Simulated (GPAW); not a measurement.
# Sensitivity of a calculation on FeCoGe (P6_3/mmc, 6 atoms in the cell) to its settings

```
CELL_PARAMETERS angstrom
      4.07043     0.00000     0.00000
     -2.03521     3.52510     0.00000
      0.00000     0.00000     5.03948
ATOMIC_POSITIONS crystal
  Fe 0.00000 0.00000 0.50000
  Fe 0.00000 0.00000 0.00000
  Co 0.66667 0.33333 0.25000
  Co 0.33333 0.66667 0.75000
  Ge 0.66667 0.33333 0.75000
  Ge 0.33333 0.66667 0.25000
```
Moments meant for the start (each program seeds them in its own way; μB, in the order of the atoms Fe Fe Co Co Ge Ge): 4.0 4.0 3.0 3.0 0.0 0.0.

Base run A: PBEsol, GPAW PAW datasets PBEsol (made by gpaw-setup) run with GPAW, self-consistent single point.

Its settings: spinpol = true; mode = pw; ecut = 800 eV; xc = PBEsol; kpts = 5 5 3; mesh shift (steps) = 0 0 0; occupations.name = methfessel-paxton; occupations.width = 0.272 eV; occupations.order = 1; nbands = -12; convergence.forces = 0.001 eV/Å; symmetry.symmorphic = false; symmetry.tolerance = 0.0005; maxiter = 150.

The starting cell comes from a database of computed structures (which also holds hypothetical and non-ambient phases and stackings), without a prior relaxation at this level. The magnetic order is the one reached from the typed start; others were not searched systematically. In the base run, with a pressure of about -7 GPa the cell is away from its equilibrium volume at this level. Without a gap this mesh is coarse (it stands for a supercell whose shortest vector is 15 Å).

ΔF is the free energy per atom less that of run A. A dash stands where there is no value to compare (another energy zero or no entropy term, no result, no spin, no clean gap, or a mesh too coarse for one). Total energies depend on the potentials, the functional and any Hubbard or dispersion term, so they are compared only between runs that share all of them.

```csv
run,change,ΔF (meV/atom),pressure (GPa),size of the net moment (μB/atom)
A,base,0.00,-6.55,0.94
B,lattice scaled by 0.985; ecut: 800 eV → 480 eV,50.0,–,0.87
C,occupations.width: 0.272 eV → 0.1 eV,-0.08,-6.34,0.95
D,ecut: 800 eV → 560 eV,18.6,-7.32,0.94
E,convergence.forces: 0.001 eV/Å → default; convergence.energy: default → 2e-06 eV/electron; convergence.density: default → 7e-05 e/electron; convergence.eigenstates: default → 2e-10,0.00,-6.58,0.94
F,occupations.width: 0.272 eV → 0.3 eV,0.10,-6.66,0.94
G,xc: PBEsol → vdW-DF-cx (libvdwxc); potentials: GPAW PAW datasets PBE (gpaw-data 1.0.1) [vdW-DF-cx],–,-1.77,0.94
H,"mode: pw → fd; ecut: 800 eV → default; h: default → 0.18 Å [PBEsol, real-space grid]",-52.0,–,0.94
I,mixer.beta: default → 0.05; mixer.weight: default → 1,0.00,-6.58,0.94
J,convergence.forces: 0.001 eV/Å → default; convergence.density: default → 0.01 e/electron; convergence.energy: default → 0.05 eV/electron; convergence.eigenstates: default → 0.0004,2.3,-10.09,0.98
```

Run B against A: The free energy goes up by 50.0 meV/atom and the size of the net moment goes from 0.94 to 0.87 μB/atom.

Run H against A: The free energy goes down by 52.0 meV/atom and the size of the net moment stays at 0.94 μB/atom.
